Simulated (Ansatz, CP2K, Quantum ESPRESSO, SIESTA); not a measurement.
## Code comparison for Ba₃Te (P1, 4 atoms in the cell)

Self-consistent single point, at a second geometry (atoms moved at random). First geometry:

```yaml
crystal:
  lattice:
    - [-2.63485, 2.63485, 6.59543]
    - [2.63485, -2.63485, 6.59543]
    - [2.63485, 2.63485, -6.59543]
  atoms:
    - { symbol: Ba, position: [0.75000, 0.25000, 0.50000] }
    - { symbol: Ba, position: [0.25000, 0.75000, 0.50000] }
    - { symbol: Ba, position: [0.50000, 0.50000, 0.00000] }
    - { symbol: Te, position: [0.00000, 0.00000, 0.00000] }
```

Second geometry:
```
CELL_PARAMETERS angstrom
     -2.63485     2.63485     6.59543
      2.63485    -2.63485     6.59543
      2.63485     2.63485    -6.59543
ATOMIC_POSITIONS crystal
  Ba 0.73845 0.25348 0.49419
  Ba 0.26172 0.74743 0.49959
  Ba 0.49721 0.50149 0.00451
  Te 0.00262 0.99761 0.00171
```

Shared settings, as Ansatz (a program for electronic structure) writes them: kpoints.mp_grid.grid = 6 6 6; scf.occupations.method = gaussian; scf.occupations.width = 0.02 Ry. Potentials and cutoffs stand in the table.

```json
[
 {"code": "Quantum ESPRESSO", "model": "PBEsol, GBRV 1.5 ultrasoft (PBESOL) pseudopotentials", "ΔF from the first geometry (meV/atom)": "3.4", "pressure (GPa)": "-1.14", "largest force (eV/Å)": "0.183", "cutoff": "40 Ry"},
 {"code": "CP2K", "model": "PBEsol, GPW, TZVP-MOLOPT-SR-GTH basis, GTH-PBE potentials (GTH_POTENTIALS)", "ΔF from the first geometry (meV/atom)": "4.3", "pressure (GPa)": "-0.58", "largest force (eV/Å)": "0.215", "cutoff": "grid 500 Ry"},
 {"code": "SIESTA", "model": "GGA PBEsol, numerical atomic orbitals DZP, PseudoDojo PBEsol standard norm-conserving potentials (rewritten from UPF to PSML)", "ΔF from the first geometry (meV/atom)": "11.3", "pressure (GPa)": "8.80", "largest force (eV/Å)": "0.595", "cutoff": "grid 350 Ry"},
 {"code": "Ansatz", "model": "PBEsol, PAW files made with PBE", "ΔF from the first geometry (meV/atom)": "3.3", "pressure (GPa)": "-1.17", "largest force (eV/Å)": "0.181", "cutoff": "30.9 Ry"}
]
```

Size of the force on each atom (eV/Å): Sizes of forces hide their directions.

| code | Ba1 | Ba2 | Ba3 | Te4 |
|---|---|---|---|---|
| Quantum ESPRESSO | 0.169 | 0.169 | 0.183 | 0.060 |
| CP2K | 0.199 | 0.206 | 0.215 | 0.059 |
| SIESTA | 0.595 | 0.583 | 0.508 | 0.076 |
| Ansatz | 0.162 | 0.162 | 0.181 | 0.060 |

No clean gap comes from Quantum ESPRESSO, CP2K, SIESTA and Ansatz: levels at the Fermi energy touch, overlap or are partly filled at this smearing.

On Ansatz's run: spin-orbit coupling is off.

The spread over the programs that give each value: ΔF from the first geometry within 8.0 meV/atom; pressure within 9.97 GPa; largest force within 0.414 eV/Å.

CP2K and SIESTA use small atom-centred bases, whose incompleteness enters pressures, forces and empty levels differently from a plane-wave cutoff. Ansatz's pressure is given at a fixed set of plane waves, as the other plane-wave codes print theirs. In the pressure, SIESTA (by 9.95) lies more than 1 GPa from the median of the plane-wave programs. In the force vectors, SIESTA (by 0.430) lies more than 0.08 eV/Å from the median of the plane-wave programs.

The starting cell comes from a database of computed structures (which also holds hypothetical and non-ambient phases and stackings), without a prior relaxation at this level. Its lattice was rescaled by a random factor within 2.5 % of one. For this run, on top of that: atoms moved at random.

Keys are those of Ansatz 0.2.
